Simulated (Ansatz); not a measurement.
# GaP, alloy series

Base system: GaP in the zinc blende structure (space group F-43m, No. 216; a = 5.451 Å).

The other end (x = 1) is InP in the zinc blende structure (space group F-43m, No. 216): 25.76 Å³/atom, gap 1.03 eV.

In replaces a fraction x of Ga; each row is one arrangement (x, atoms in the cell, starting space group or random), fully relaxed.

All numbers come from r2SCAN (Ansatz, a first-principles code, PAW, without spin-orbit coupling).

| In fraction x | volume per atom (Å³/atom) |
|---|---|
| 0 | 20.250 |
| 0.25 (Cm, 8 atoms) | 21.552 |
| 0.333 (I-4m2, 6 atoms) | ? |
| 0.5 (P-4m2, 8 atoms) | 22.907 |
| 0.5 (P-4m2, 4 atoms) | 22.899 |
| 0.75 (Pmm2, 8 atoms) | 24.289 |
| 1 | 25.761 |

Fit V(x) = (1 − x) V(0) + x V(1) − b x(1 − x) with the ends held (b = 0 is Vegard's rule) to the rows shown and predict the withheld row.

Least squares on the printed values gives b = 0.43 Å³/atom, against 22.085 Å³/atom from the straight line alone (largest residual 0.014 Å³/atom); this predicts 21.991 Å³/atom, and the run gives 21.994 Å³/atom, 0.003 higher.

Each cell is one ordered arrangement of few atoms, which overstates ordering effects compared with a random alloy. No phonon test of stability was made.
